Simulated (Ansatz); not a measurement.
The reference is BN in the wurtzite structure (space group P6_3mc, No. 186; a = 2.541 Å, c = 4.203 Å). Axes: x lies along a and z along c of the hexagonal cell.

Level of theory: DFT with PBEsol, PAW potentials and a 420 eV plane-wave cutoff in Ansatz (a program for electronic structure), no spin-orbit coupling.

Strains are applied to the cell and any free atomic positions relax.

One change was made to it. Results:

The smallest direct gap falls by 0.01 eV to 8.20 eV; the valence-band top at Γ (three highest levels, from the VBM) goes from 0.00, 0.00, -0.28 eV to 0.00, -0.01, -0.31 eV.

Q: What was done to the base?
A. tensor shear ε_xz = +2.00 %
B. tensor shear ε_xz = +0.67 %
C. tensor shear ε_xz = +1.67 %

A: B, tensor shear ε_xz = +0.67 %. For comparison, the valence-band top at Γ in the other runs: tensor shear ε_xz = +2.00 % gives 0.00, -0.10, -0.46 eV; tensor shear ε_xz = +1.67 % gives 0.00, -0.07, -0.41 eV.

Stability against distortions was not tested.
